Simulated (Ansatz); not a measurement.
The starting structures come from a database of crystals and need not be the phases stable at ambient conditions.

Input:

```yaml
crystal:
  lattice:
    - [5.57299, 0.00000, 0.00000]
    - [2.78650, 9.02968, 0.00000]
    - [2.78650, 0.00000, 2.78650]
  atoms:
    - { symbol: Li, position: [0.75000, 0.50000, 0.50000] }
    - { symbol: Li, position: [0.25000, 0.50000, 0.50000] }
    - { symbol: Sr, position: [0.00000, 0.00000, 0.00000] }
    - { symbol: Ta, position: [0.61607, 0.76786, 0.00000] }
    - { symbol: Ta, position: [0.38393, 0.23214, 0.00000] }
    - { symbol: O, position: [0.50000, 0.00000, 0.00000] }
    - { symbol: O, position: [0.10532, 0.78936, 0.50000] }
    - { symbol: O, position: [0.89468, 0.21064, 0.50000] }
    - { symbol: O, position: [0.60532, 0.78936, 0.50000] }
    - { symbol: O, position: [0.39468, 0.21064, 0.50000] }
    - { symbol: O, position: [0.28041, 0.43918, 0.00000] }
    - { symbol: O, position: [0.71959, 0.56082, 0.00000] }
```

Space group of this cell: I4/mmm. The cell is taken as given.

Transport runs along the normal of the first two printed cell vectors, the (110) plane of the conventional cell.

The gap is the functional's own. No spin-orbit coupling. Mid-gap values are interpolated on the energy grid.

Task: Give the band gap and the smallest decay constant κ at mid-gap that PBEsol in Ansatz (an electronic-structure program) yields.

Result: Gap 2.19 eV on a 12×12×12 mesh; κ = 0.226 1/Å, at the zone centre.
